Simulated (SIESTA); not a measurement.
Troubleshooting SIESTA: a failed run on YGe2Al2 (P-3m1, 5 atoms in the cell). The aim is a self-consistent single point with DFT, GGA PBEsol, numerical atomic orbitals TZP, PseudoDojo PBEsol standard norm-conserving potentials (rewritten from UPF to PSML).

Cell that was meant: a = 4.2050 Å, b = 4.2050 Å, c = 6.6990 Å, α = 90.00°, β = 90.00°, γ = 120.00°.

Part of the input:

```
# files in the folder: Y.psml Ge.psml Al.psml (PseudoDojo PBEsol standard)
SystemName  siesta
SystemLabel siesta

NumberOfAtoms                6
NumberOfSpecies              3
%block ChemicalSpeciesLabel
  1 39 Y
```

Output, abridged:

```
reinit: Reading from file input.fdf

reinit: System Name: siesta
reinit: System Label: siesta

coor:   Atomic-coordinates input format  =     Cartesian coordinates
coor:                                            (in Bohr units)
coor: ERROR in AtomicCoordinatesAndAtomicSpecies block
coor: ERROR in AtomicCoordinatesAndAtomicSpecies block
Stopping Program from Node:    0
Stopping Program from Node:    0
```

Question: From the messages shown, name the fault and mend the input.

Answer: The fault is an atom count that does not match the list of atoms; here the program stops on it instead of giving results. To fix it, make the count match the list. The program stopped before any SCF iteration.

The sound input it was made from differs as follows (other fixes are possible):
```diff
-SystemName  siesta
+SystemName  Y(AlGe)2
-NumberOfAtoms                6
+NumberOfAtoms                5
```

With that input, the run converged in 13 iterations: free energy E − TS -6090.3006 eV; Fermi level (on the code's own zero) -4.08 eV; pressure -0.30 GPa; largest force (vector length) 0.118 eV/Å (DFT, GGA PBEsol, numerical atomic orbitals TZP, PseudoDojo PBEsol standard norm-conserving potentials (rewritten from UPF to PSML)).

On the sound input: the starting cell comes from a database of published, mostly measured structures (it also holds non-ambient and calculated ones), without a prior relaxation at this level. Values carry the incompleteness of an atom-centred basis.
